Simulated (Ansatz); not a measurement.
The boundary is one mirror-built cell; no search for the lowest one was made.

System: Σ3 (112) symmetric tilt boundary in bcc W; relaxed on a coarser mesh with the in-plane cell held.

Here is the system:

```xyz
30
Lattice="2.7571 0.0000 0.0000 0.0000 4.5023 0.0000 0.0000 0.0000 39.1840" Properties=species:S:1:pos:R:3 pbc="T T T"
W     -0.0285     0.0000     1.0049
W      0.9196     2.2511     2.3803
W      1.8344     0.0000     3.6497
W      2.7655     2.2511     4.9557
W      0.9190     0.0000     6.2490
W      1.8381     2.2511     7.5496
W      2.7571     0.0000     8.8501
W      0.9190     2.2511    10.1507
W      1.8381     0.0000    11.4512
W      0.0000     2.2511    12.7518
W      0.9190     0.0000    14.0523
W      1.8381     2.2511    15.3529
W      2.7487     0.0000    16.6461
W      0.9227     2.2511    17.9522
W      1.8375     0.0000    19.2216
W      2.7856     2.2511    20.5969
W      1.8375     0.0000    21.9723
W      0.9227     2.2511    23.2417
W      2.7487     0.0000    24.5477
W      1.8381     2.2511    25.8410
W      0.9190     0.0000    27.1415
W      0.0000     2.2511    28.4421
W      1.8381     0.0000    29.7427
W      0.9190     2.2511    31.0432
W      2.7571     0.0000    32.3438
W      1.8381     2.2511    33.6443
W      0.9190     0.0000    34.9449
W      2.7655     2.2511    36.2381
W      1.8344     0.0000    37.5442
W      0.9196     2.2511    38.8136
```

The resistance of the junction is A R = A (h/e²)[1/T − 1/(2N₁) − 1/(2N₂)] a spin, with T the transmission and N₁, N₂ the leads' channels in a cell of area A; the spins conduct in parallel.

Values are means of three energies within 0.05 eV of the Fermi level, on a potential converged at a Fermi-Dirac width of 0.05 eV. Resistances leave out the leads' Sharvin resistance. Spin-orbit coupling is left out.

### Question
Estimate the specific resistance of the junction and the share of channels that pass that PBE (Ansatz, a first-principles code) returns for this system.

### Answer
AR = 0.96 × 10⁻¹⁵ Ω m²; 55 % of the channels of the narrower lead pass.
